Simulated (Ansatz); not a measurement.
# NbP (model structure, started from the NbAs type, I4₁md, No. 109, 4 atoms in the cell): properties by level of theory

```csv
level (code),lattice constant a (Å),lattice parameter c (Å)
PBE (Ansatz),(withheld),(withheld)
PBEsol (Ansatz),3.321,11.288
PBE-D3(BJ) (Ansatz),3.316,(withheld)
```

Problem. What belongs in the gaps?

Solution. 
- PBE (Ansatz, a first-principles code), lattice constant a (Å): 3.347
- PBE (Ansatz), lattice parameter c (Å): 11.427
- PBE-D3(BJ) (Ansatz), lattice parameter c (Å): 11.251

Ansatz's density-functional and Hartree–Fock values are scalar-relativistic unless marked +SOC, with PAW data made under PBE.

Static lattice: no zero-point or thermal effects.

A model structure was made by putting elements into a prototype or built by hand; it is no filed structure, need not be a known phase, and can be a saddle point held by its symmetry.
